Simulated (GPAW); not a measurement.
Worked example: self-consistent single point of MgSiH2O4 (P1, 8 atoms in the cell) in GPAW.

Computed with PBEsol, GPAW PAW datasets PBEsol (made by gpaw-setup) (plane waves; GPAW 25.7.0).

```
MgSi(HO2)2
1.0
    4.28268     0.00000     0.00000
    0.00000     2.85633     0.00000
   -0.26366     0.00000     4.77038
Mg Si H O
1 1 2 4
Cartesian
  1.98248   1.38730   2.42073
 -0.00117   0.04635   0.07317
 -0.13018  -0.01803   2.38851
  2.14754   1.43868  -0.05944
  3.30010   0.04472   3.21815
  0.74857  -0.00442   1.51453
  3.14026   1.38896   0.55525
  0.86947   1.42910   4.20025
```

Reference input (self-consistent single point, DFT LDA (Perdew-Wang 92), plane waves, GPAW PAW datasets LDA (gpaw-data 1.0.1)): mode = pw; ecut = 950 eV; xc = LDA; kpts = 5 8 5; mesh shift (steps) = 0 0 0; occupations.name = fermi-dirac; occupations.width = 0 eV; nbands = -8; convergence.bands = -6; symmetry.symmorphic = false; symmetry.tolerance = 0.0005; maxiter = 100. This run's input differs from it in these lines:

```diff
@@ -19,3 +19,3 @@
 calc = GPAW(mode=PW(950),
-            xc='LDA',
+            xc='PBEsol',
             kpts={'size': (5, 8, 5), 'gamma': True},
```

Its files differ too (potentials: GPAW PAW datasets PBEsol (made by gpaw-setup)).

Output (repeated stretches shortened):

```
     iter     time        total  log10-change:
                         energy   eigst   dens
iter:   1 --:--:--   -56.773375   +0.44
iter:   2 --:--:--   -55.746693   -0.47  -0.88
iter:   3 --:--:--   -52.615934   -0.47  -0.93
iter:   4 --:--:--   -52.647315   -0.83  -1.27
iter:   5 --:--:--   -52.571456   -1.33  -1.43
iter:   6 --:--:--   -52.544610   -2.22  -1.97
iter:   7 --:--:--   -52.555885   -2.49  -2.37
iter:   8 --:--:--   -52.537307c  -2.68  -2.15
iter:   9 --:--:--   -52.537944c  -3.65  -2.84
iter:  10 --:--:--   -52.536816c  -3.83  -2.70
iter:  11 --:--:--   -52.536837c  -5.03  -3.26
iter:  12 --:--:--   -52.536817c  -5.65  -3.33
iter:  13 --:--:--   -52.536829c  -5.10  -3.42
iter:  14 --:--:--   -52.536767c  -5.21  -3.48
iter:  15 --:--:--   -52.536766c  -6.08  -4.01c
iter:  16 --:--:--   -52.536766c  -6.95  -4.04c
iter:  17 --:--:--   -52.536765c  -7.01  -4.09c
iter:  18 --:--:--   -52.536765c  -7.86c -4.18c
Converged after 18 iterations.

Dipole moment: (0.028124, -1.602106, -1.123635) |e|*Ang

Energy contributions relative to reference atoms: (reference = -21469.738613)

Kinetic:        +50.396511
Potential:      -47.267389
External:        +0.000000
XC:             -56.506847
Entropy (-ST):   +0.000000
Local:           +0.840959
SIC:             +0.000000
--------------------------
Free energy:    -52.536765
Extrapolated:   -52.536765

Showing only first 2 kpts
 Kpt  Band  Eigenvalues  Occupancy
  0    18      4.76650    2.00000
  0    19      4.95020    2.00000
  0    20      9.91626    0.00000
  0    21     12.81001    0.00000

  1    18      4.68290    2.00000
  1    19      5.00194    2.00000
  1    20     10.48499    0.00000
  1    21     12.86248    0.00000

Fermi level: 7.48736

Gap: 4.858 eV
Transition (v -> c):
   [... lines left out ...]
Direct gap: 4.966 eV
   [... lines left out ...]
  2 H    -0.46101    0.14532    0.58926
  3 H    -0.24781   -0.15121    0.29156
  4 O    -0.60641   -0.56436   -0.39152
  5 O     1.53163   -0.22520    2.43453
  6 O     2.10048    0.44568    0.91514
  7 O    -1.80547    0.17657   -0.47609

Stress tensor:
    -0.013768     0.005659    -0.057332
     0.005659     0.021012    -0.004117
    -0.057332    -0.004117    -0.037549
Stress (GPa, Voigt): [-2.2058  3.3665 -6.016  -0.6597 -9.1856  0.9067]
```

The run converged in 18 iterations. GPAW prints stress with tension positive. Against the reference run the largest force goes from 3.167 to 3.234 eV/Å and the gap on the mesh goes from 4.847 to 4.858 eV.

At such cutoffs GPAW's stress carries a finite-basis (Pulay) error, which enters relaxed cells too; its log prints stress with tension positive.

The starting cell comes from a database of computed structures (which also holds hypothetical and non-ambient phases and stackings), without a prior relaxation at this level. Its atoms were displaced at random from the sites of space group no. 10. Forces in this geometry exceed 1 eV/Å.

Cost on one core of a shared machine: roughly 2 min.
